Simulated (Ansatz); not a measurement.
A calculation on B20 (FeSi-type) CoSi returned lattice constant a 4.503 Å, bulk modulus 159 GPa, cohesive energy 4.32 eV/atom, formation enthalpy -0.291 eV/atom.

For reference: lattice constant a 4.444 Å (measured, temperature not stated, not corrected to a static lattice; as tabulated in Wikipedia's data pages); bulk modulus 207 GPa (measured, temperature not stated, no zero-point or thermal correction; as tabulated in Electronic Structure of B20 (FeSi-Type) Transition-Metal Monosilicides …); formation enthalpy -0.511 ± 0.01 eV/atom (measured, 298 K, copied from a table, unchecked, no zero-point or thermal correction; as tabulated in Wang et al. (2021), doi:10.1038/s41598-021-94550-5).

Problem. Which level of theory produced these numbers?
A. revPBE (Ansatz, a program for electronic structure)
B. PBE-D4 (Ansatz)
C. r²SCAN (Ansatz)
D. BLYP (Ansatz)

Solution. D, BLYP (Ansatz)

The others give: PBE-D4 4.386 Å, 240 GPa, 5.91 eV/atom, -0.736 eV/atom; r²SCAN 4.383 Å, 245 GPa, 5.18 eV/atom, -0.493 eV/atom; revPBE 4.451 Å, 210 GPa, 4.95 eV/atom, -0.565 eV/atom.

Unless a cell is named, each level is at its own relaxed cell (BLYP 11.41, PBE-D4 10.54, r²SCAN 10.53, revPBE 11.02 Å³/atom).

The crystal itself was run without spin with PBE-D4, r²SCAN, revPBE, BLYP; a magnetic state was not tried in these runs.

Ansatz's density-functional and Hartree–Fock values are scalar-relativistic unless marked +SOC, with PAW data made under PBE.
